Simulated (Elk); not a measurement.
Input and output of a self-consistent single point for GaAs (F-43m, 2 atoms in the cell) (Elk).

Level of theory: LDA (PW92), all-electron FP-LAPW, Elk's shipped species files, APW+lo basis with extra local orbitals (Elk).

```xyz
2
Lattice="0.0000 2.8250 2.8250 2.8250 0.0000 2.8250 2.8250 2.8250 0.0000" Properties=species:S:1:pos:R:3 pbc="T T T"
Ga     0.0000     0.0000     0.0000
As     1.4125     1.4125     1.4125
```

Reference input (self-consistent single point, DFT, PBE, all-electron FP-LAPW, Elk's shipped species files, APW+lo basis with extra local orbitals): xctype = 20; rgkmax = 8; swidth = 0.000367493 Ha; ngridk = 8 8 8; gmaxvr = 14 1/bohr; nxlo = 2; lorbcnd = true; rmtscf = 0.9; lmaxi = 3; maxscl = 100. This run's input differs from it in these lines:

```diff
@@ -2,5 +2,2 @@
   0
-
-xctype
-  20
```

The program printed (abridged):

```
│ Self-consistent loop started │
│ Loop number : 1 │
 total energy                :     -4203.20718553
│ Loop number : 2 │
 total energy                :     -4203.20301115
RMS change in Kohn-Sham potential (target) :   0.7184921569E-01 (  0.1000000000E-05)
Absolute change in total energy (target)   :   0.4174374603E-02 (  0.1000000000E-03)
│ Loop number : 3 │
 total energy                :     -4203.10553180
RMS change in Kohn-Sham potential (target) :   0.6911406204E-01 (  0.1000000000E-05)
Absolute change in total energy (target)   :   0.9852295028E-01 (  0.1000000000E-03)
│ Loop number : 4 │
   [... lines left out ...]
Absolute change in total energy (target)   :   0.9408353653E-03 (  0.1000000000E-03)
│ Loop number : 13 │
 total energy                :     -4199.42940802
RMS change in Kohn-Sham potential (target) :   0.2638867995E-06 (  0.1000000000E-05)
Absolute change in total energy (target)   :   0.2312655670E-03 (  0.1000000000E-03)
│ Loop number : 14 │
 total energy                :     -4199.42940214
RMS change in Kohn-Sham potential (target) :   0.3300891454E-07 (  0.1000000000E-05)
Absolute change in total energy (target)   :   0.6369893981E-04 (  0.1000000000E-03)
Convergence targets achieved

│ Loop number : 15 │

Energies :
 Fermi                       :     0.182089547978
 total energy                :     -4199.42940373

Density of states at Fermi energy :   0.1601077181E-04
 (states/Hartree/unit cell)

Estimated indirect band gap :   0.1076642361E-01
 from k-point      1 to k-point      1
Estimated direct band gap   :   0.1076642361E-01
 at k-point      1

Charges :
 core                        :    36.00000000
 valence                     :    28.00000000
 interstitial                :    3.900824646
 muffin-tins (core leakage)
  species :    1 (Ga)
   atom    1                 :    29.20710918     (  0.2710518884E-02)
  species :    2 (As)
   atom    1                 :    30.89206617     (  0.6317851442E-03)
 total in muffin-tins        :    60.09917535
 total calculated charge     :    63.98527414
 total charge                :    64.00000000
 error                       :   0.1472586311E-01

│ Self-consistent loop stopped │
```

The run converged in 15 iterations. The count includes the last loop, which Elk runs after its targets are met. Against the reference run the gap on the mesh goes from 0.514 to 0.293 eV.

The starting cell has typed, rounded lattice constants, without a prior relaxation at this level. Values depend on the basis (sphere radii, cutoffs, local orbitals), which need not be converged.
